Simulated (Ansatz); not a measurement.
Start from MoS₂ in the 2H-MoS2 type structure (space group P6_3/mmc, No. 194; layered, stacked along the Cartesian z axis).

```yaml
crystal:
  lattice:
    - [3.14937, 0.00000, 0.00000]
    - [-1.57469, 2.72744, 0.00000]
    - [0.00000, 0.00000, 12.09029]
  atoms:
    - { symbol: Mo, position: [0.33333, 0.66667, 0.25000] }
    - { symbol: Mo, position: [0.66667, 0.33333, 0.75000] }
    - { symbol: S, position: [0.33333, 0.66667, 0.62049] }
    - { symbol: S, position: [0.66667, 0.33333, 0.12049] }
    - { symbol: S, position: [0.66667, 0.33333, 0.37951] }
    - { symbol: S, position: [0.33333, 0.66667, 0.87951] }
```

Levels (all Ansatz, a program for electronic structure, PAW): PBE-D3(BJ) (420 eV, spin-orbit coupling left out); r2SCAN+rVV10 (500 eV, without spin-orbit coupling).

Levels that relaxed their own cell: PBE-D3(BJ) and r2SCAN+rVV10.

| level | band gap | lattice parameter a | lattice parameter c |
|---|---|---|---|
| PBE-D3(BJ) | 0.78 eV | 3.149 Å | 12.090 Å |
| r2SCAN+rVV10 | 1.01 eV | 3.173 Å | 12.437 Å |

Measured: band gap 1.23 eV (room temperature; as listed in Carlos M. O. Bastos et al., Physical Review Materials (2019)); lattice parameter a 3.16 Å (room temperature; as listed in arXiv:1605.07067); lattice parameter c 12.294 Å (room temperature; as listed in arXiv:1605.07067).

Computed minus measured — band gap: PBE-D3(BJ) -0.45 eV, r2SCAN+rVV10 -0.22 eV (closest: r2SCAN+rVV10); lattice parameter a: PBE-D3(BJ) -0.3 %, r2SCAN+rVV10 +0.4 %; lattice parameter c: PBE-D3(BJ) -1.7 %, r2SCAN+rVV10 +1.2 % (closest: r2SCAN+rVV10). Measured values not marked as corrected hold thermal and zero-point effects that the static-lattice runs lack. A measured gap can be an optical one, lowered by exciton binding. Levels without spin-orbit coupling miss its effect on the gap.

Whether these cells are dynamically stable was not tested.
